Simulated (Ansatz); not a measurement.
Fermi-surface data of Hf (P6_3/mmc)

Consider the following.

```
CELL_PARAMETERS angstrom
      3.15753     0.00000     0.00000
     -1.57876     2.73450     0.00000
      0.00000     0.00000     5.00535
ATOMIC_POSITIONS crystal
  Hf 0.33333 0.66667 0.25000
  Hf 0.66667 0.33333 0.75000
```

Level of theory: r2SCAN, rigid bands (plane waves, PAW, scalar-relativistic; Ansatz, an electronic-structure program). Condition of this run: functional r2SCAN on the same cell. How the cell was made: cell and atoms relaxed with PBEsol.

| Item | Result |
|---|---|
| density of states at the Fermi level | 1.18 states/(eV·cell), both spins |
| bare Sommerfeld coefficient | 1.39 mJ/(mol of atoms·K²) |
| Drude plasma energy | 4.3 (x), 4.3 (y), 4.5 (z) eV |
| root-mean-square Fermi velocity | 5.2e5 m/s |
| resistivity times τ | 27 (x), 27 (y), 24 (z) ×10⁻²² Ω·m·s |

A metal at this level (no band gap); rigid bands, thermally averaged at 300 K, both spins. Spin-orbit coupling is left out, which matters with elements this heavy. τ is one relaxation time for all states.
